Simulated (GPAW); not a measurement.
A self-consistent single point of HgTe (P3_221, 6 atoms in the cell) with GPAW.

Level of theory: PBEsol, GPAW PAW datasets PBEsol (made by gpaw-setup) (plane waves; GPAW 25.7.0).

The change in words: lattice scaled by 0.98. Reference geometry:
```yaml
crystal:
  lattice:
    - [4.58273, 0.00000, 0.00000]
    - [-2.29136, 3.96876, 0.00000]
    - [0.00000, 0.00000, 10.22898]
  atoms:
    - { symbol: Hg, position: [0.68832, 0.68832, 0.00000] }
    - { symbol: Hg, position: [0.31168, 0.00000, 0.66667] }
    - { symbol: Hg, position: [0.00000, 0.31168, 0.33333] }
    - { symbol: Te, position: [0.51372, 0.51372, 0.50000] }
    - { symbol: Te, position: [0.48628, 0.00000, 0.16667] }
    - { symbol: Te, position: [0.00000, 0.48628, 0.83333] }
```

Reference input (self-consistent single point, DFT PBEsol, plane waves, GPAW PAW datasets PBEsol (made by gpaw-setup)): mode = pw; ecut = 550 eV; xc = PBEsol; kpts = 5 5 2; mesh shift (steps) = 0 0 0; occupations.name = fermi-dirac; occupations.width = 0.01 eV; nbands = -4; convergence.bands = -2; symmetry.symmorphic = false; symmetry.tolerance = 0.0005; maxiter = 100. This run's input differs from it in these lines:

```diff
@@ -5,11 +5,11 @@
 atoms = Atoms(['Hg', 'Hg', 'Hg', 'Te', 'Te', 'Te'],
-              cell=[[4.582728, 0.000000, 0.000000],
-                    [-2.291364, 3.968759, 0.000000],
-                    [0.000000, 0.000000, 10.228982]],
-              positions=[[1.577192, 2.731776, 0.000000],
-                         [1.428345, 0.000000, 6.819325],
-                         [-0.714172, 1.236983, 3.409657],
-                         [1.177120, 2.038831, 5.114491],
-                         [2.228489, 0.000000, 1.704834],
-                         [-1.114244, 1.929928, 8.524148]],
+              cell=[[4.491073, 0.000000, 0.000000],
+                    [-2.245537, 3.889384, 0.000000],
+                    [0.000000, 0.000000, 10.024402]],
+              positions=[[1.545647, 2.677141, 0.000000],
+                         [1.399778, 0.000000, 6.682938],
+                         [-0.699889, 1.212243, 3.341464],
+                         [1.153577, 1.998054, 5.012201],
+                         [2.183919, 0.000000, 1.670737],
+                         [-1.091960, 1.891330, 8.353665]],
               pbc=True)
```

Log, with long lists cut:

```
     iter     time        total  log10-change:
                         energy   eigst   dens
iter:   1 --:--:--   -15.735784   +0.03
iter:   2 --:--:--   -15.628202   -0.92  -1.40
iter:   3 --:--:--   -15.175027   -0.97  -1.43
iter:   4 --:--:--   -15.327759   -1.61  -1.78
iter:   5 --:--:--   -15.224330   -1.74  -1.87
iter:   6 --:--:--   -15.186954   -2.49  -2.33
iter:   7 --:--:--   -15.179415   -3.65  -2.58
iter:   8 --:--:--   -15.182595c  -3.75  -2.57
iter:   9 --:--:--   -15.183237c  -4.09  -2.91
iter:  10 --:--:--   -15.183320c  -4.60  -3.06
iter:  11 --:--:--   -15.184277c  -3.74  -3.05
iter:  12 --:--:--   -15.184311c  -4.70  -3.73
iter:  13 --:--:--   -15.184286c  -5.65  -3.74
iter:  14 --:--:--   -15.184277c  -6.40  -3.59
iter:  15 --:--:--   -15.184274c  -6.74  -3.61
iter:  16 --:--:--   -15.184317c  -5.43  -3.66
iter:  17 --:--:--   -15.184323c  -5.76  -4.21c
iter:  18 --:--:--   -15.184323c  -6.43  -4.56c
iter:  19 --:--:--   -15.184324c  -6.28  -4.59c
iter:  20 --:--:--   -15.184324c  -7.42c -4.48c
Converged after 20 iterations.

Dipole moment: (0.000008, -0.000000, -0.000000) |e|*Ang

Energy contributions relative to reference atoms: (reference = -2153166.591409)

Kinetic:        +94.526369
Potential:      -78.377592
External:        +0.000000
XC:             -25.169905
Entropy (-ST):   +0.000000
Local:           -6.163196
SIC:             +0.000000
--------------------------
Free energy:    -15.184324
Extrapolated:   -15.184324

Showing only first 2 kpts
 Kpt  Band  Eigenvalues  Occupancy
  0    34      5.69966    2.00000
  0    35      5.69969    2.00000
  0    36      6.75515    0.00000
  0    37      8.09112    0.00000

  1    34      5.62749    2.00000
  1    35      5.88938    2.00000
  1    36      7.65792    0.00000
  1    37      7.68309    0.00000

Fermi level: 6.26064

Gap: 0.866 eV
Transition (v -> c):
   [... lines left out ...]
Direct gap: 1.055 eV
   [... lines left out ...]
  0 Hg   -0.07558   -0.13091    0.00000
  1 Hg    0.15116   -0.00000    0.00000
  2 Hg   -0.07558    0.13091   -0.00000
  3 Te    0.43168    0.74770    0.00000
  4 Te   -0.86336    0.00000    0.00000
  5 Te    0.43168   -0.74770    0.00000

Stress tensor:
    -0.024066    -0.000000     0.000000
    -0.000000    -0.024066    -0.000000
     0.000000    -0.000000    -0.030154
Stress (GPa, Voigt): [-3.8558 -3.8558 -4.8311 -0.      0.     -0.    ]
```

The run converged in 20 iterations. GPAW prints stress with tension positive. Against the reference run the free energy goes up by 26.5 meV/atom, the pressure goes from 0.64 to 4.18 GPa, the largest force goes from 0.350 to 0.863 eV/Å and the gap on the mesh goes from 0.738 to 0.866 eV.

The starting cell comes from a database of computed structures (which also holds hypothetical and non-ambient phases and stackings), without a prior relaxation at this level. Its lattice was rescaled by a random factor within 2.5 % of one. For this run, on top of that: lattice scaled by 0.98. Spin-orbit coupling is off. With a pressure of about 4 GPa the cell is away from its equilibrium volume at this level.

Cost on one core of a shared machine: roughly 30 s.
